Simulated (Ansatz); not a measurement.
Start from MgO in the rock salt structure (space group Fm-3m, No. 225; a = 4.204 Å). Axes: x, y, z lie along the cube axes.

Computed with r2SCAN in Ansatz (plane waves to 500 eV, PAW, scalar-relativistic without spin-orbit coupling).

One thing is altered: tensor shear ε_xy = +2.00 % (engineering shear γ = 0.0400), atoms relaxed at fixed cell.

**Question.** Predict the stress tensor and what it implies for the stiffness.

**Answer.** Stress of the strained cell less that of the base (GPa, compression positive):
```
   0.20   -6.28    0.00
  -6.28    0.20    0.00
   0.00    0.00   -0.16
```

Then −Δσ/γ with γ = 2ε = 0.0400 gives secant stiffness values (nonlinear terms included at this strain): C66 ≈ 157 GPa.

As a check, the harmonic strain energy −½ V₀ Δσ:ε is 7.3 meV/atom; the computed energy rise is 7.3 meV/atom.

Stability against distortions was not tested.

Ansatz is a quantum-chemistry and plane-wave program.
